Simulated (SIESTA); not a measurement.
SIESTA run on Rb (Im-3m, 1 atom in the cell): relaxation of cell and atoms.

Method of the run: LDA PW92, numerical atomic orbitals DZP, PseudoDojo LDA standard norm-conserving potentials (rewritten from UPF to PSML) (SIESTA).

The change in words: atoms on their sites; MeshCutoff: 300 Ry → 450 Ry; MD.TypeOfRun: default → CG; MD.Steps: default → 40; MD.MaxForceTol: default → 0.02 eV/Ang; MD.VariableCell: default → true; MD.MaxStressTol: default → 0.05 GPa. Reference geometry:
```
Rb
1.0
   -2.83347     2.83347     2.83347
    2.83347    -2.83347     2.83347
    2.83347     2.83347    -2.83347
Rb
1
Cartesian
  0.00000   0.00000   0.00000
```

Reference input (self-consistent single point, DFT, LDA PW92, numerical atomic orbitals DZP, PseudoDojo LDA standard norm-conserving potentials (rewritten from UPF to PSML)): XC.functional = LDA; XC.authors = PW92; potentials = PseudoDojo LDA standard; PAO.BasisSize = DZP; PAO.EnergyShift = 0.01 Ry; MeshCutoff = 300 Ry; kgrid.MonkhorstPack = 8 8 8; OccupationFunction = FD; ElectronicTemperature = 0.1 eV; MaxSCFIterations = 150; SCF.Mixer.Method = Pulay; SCF.Mixer.Weight = 0.2. This run's input differs from it in these lines:

```diff
@@ -24,3 +24,3 @@
 PAO.EnergyShift              0.01 Ry
-MeshCutoff                   300 Ry
+MeshCutoff                   450 Ry
 %block kgrid.MonkhorstPack
@@ -39,2 +39,7 @@
 Diag.ParallelOverK           true
+MD.TypeOfRun                 CG
+MD.Steps                     40
+MD.MaxForceTol               0.02 eV/Ang
+MD.VariableCell              true
+MD.MaxStressTol              0.05 GPa
 WriteForces                  true
```

Output, abridged:

```
        iscf     Eharris(eV)        E_KS(eV)     FreeEng(eV)     dDmax    Ef(eV) dHmax(eV)
   scf:    1     -737.412857     -736.878787     -736.907635  0.459676 -2.402939  2.077633
   scf:    2     -736.936805     -736.908343     -736.937226  0.021529 -2.435624  1.529399
   scf:    3     -736.967168     -736.941295     -736.970281  0.056081 -2.524645  0.032532
   scf:    4     -736.941002     -736.941173     -736.970159  0.004866 -2.536270  0.101177
   scf:    5     -736.941435     -736.941319     -736.970295  0.003649 -2.531195  0.000505
   scf:    6     -736.941319     -736.941319     -736.970295  0.000010 -2.531200  0.000228
SCF Convergence by DM+H criterion
max |DM_out - DM_in|         :     0.0000098572
max |H_out - H_in|      (eV) :     0.0002282400
SCF cycle converged after 6 iterations

Using DM_out to compute the final energy and forces

siesta: E_KS(eV) =             -736.9413

siesta: E_KS - E_eggbox =      -736.9413

siesta: Atomic forces (eV/Ang):
     1    0.000000    0.000000    0.000000
   Tot    0.000000    0.000000    0.000000
   Max    0.000000
   Res    0.000000    sqrt( Sum f_i^2 / 3N )
   Max    0.000000    constrained

Stress tensor Voigt[x,y,z,yz,xz,xy] (kbar):        3.62        3.62        3.62       -0.00       -0.00        0.00
(Free)E + p*V (eV/cell)     -737.1757
Target enthalpy (eV/cell)     -736.9703

siesta: Stress tensor (static) (eV/Ang**3):
         0.002257    0.000000   -0.000000
   [... lines left out ...]
siesta: Pressure (static):         -3.61656188  kBar
siesta: Pressure (total):         -3.61656188  kBar
No target stress found, assuming hydrostatic MD.TargetPressure.
Target stress (kBar)
outcell: Cell volume (Ang**3)        :     87.6996
        iscf     Eharris(eV)        E_KS(eV)     FreeEng(eV)     dDmax    Ef(eV) dHmax(eV)
siesta: Pressure (static):         -2.30736749  kBar
siesta: Pressure (total):         -2.30736749  kBar
outcell: Cell volume (Ang**3)        :     82.5939
        iscf     Eharris(eV)        E_KS(eV)     FreeEng(eV)     dDmax    Ef(eV) dHmax(eV)
   [... lines left out ...]

mulliken: Atomic and Orbital Populations:

Species: Rb
Atom  Qatom  Qorb
               4s      5s      5s      4py     4pz     4px     5py     5pz
               5px
   1  9.000   2.000   0.729   0.006   2.023   2.023   2.023   0.066   0.066
              0.066

mulliken: Qtot =        9.000

Mulliken Atomic Populations:
Atom #   charge [q] valence [e]  Species
     1    -0.000000    9.000000  Rb
 Total    -0.000000
```

The run converged. 

Summary of the result:
Free energy E − TS: -736.9801 eV
Fermi level (on the code's own zero): -2.54 eV
Pressure: 0.01 GPa
Final cell: a = b = c = 4.7518 Å, α = β = γ = 109.47°
Final volume per atom: 82.59 Å³
Relaxation steps: 3

The starting cell has typed, rounded lattice constants, without a prior relaxation at this level. Its lattice was rescaled by up to half a per cent. Values carry the incompleteness of an atom-centred basis.
